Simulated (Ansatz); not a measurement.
# BeS (model structure, started from the NiAs type, P6₃/mmc, No. 194, 4 atoms in the cell): band gap by level of theory

No measured value is used here.

```csv
level (code),value (eV),cell (Å³/atom)
LDA (Ansatz),1.41 (indirect),11.79
PBEsol (Ansatz),…,12.06
r²SCAN+rVV10 (Ansatz),1.79 (indirect),12.32
HSE06 (Ansatz),2.24 (indirect),12.06
G0W0@PBEsol (Ansatz),2.36 (indirect),12.06
```

Q: Some entries are withheld; supply them.

A: 
- PBEsol (Ansatz, a quantum-chemistry and plane-wave program), value (eV): 1.39 (indirect)

Computed values are for a static lattice.  HSE06: the gap is read on the k mesh or supercell of the run alone and can be too large. Values are at the level's own relaxed cell; HSE06 at the PBEsol cell; G0W0@PBEsol at the PBEsol cell. Cutoffs and k meshes differ between the levels. Ansatz's density-functional and Hartree–Fock values are scalar-relativistic unless marked +SOC, with PAW data made under PBE.

A model structure was made by putting elements into a prototype or built by hand; it is no filed structure, need not be a known phase, and can be a saddle point held by its symmetry.
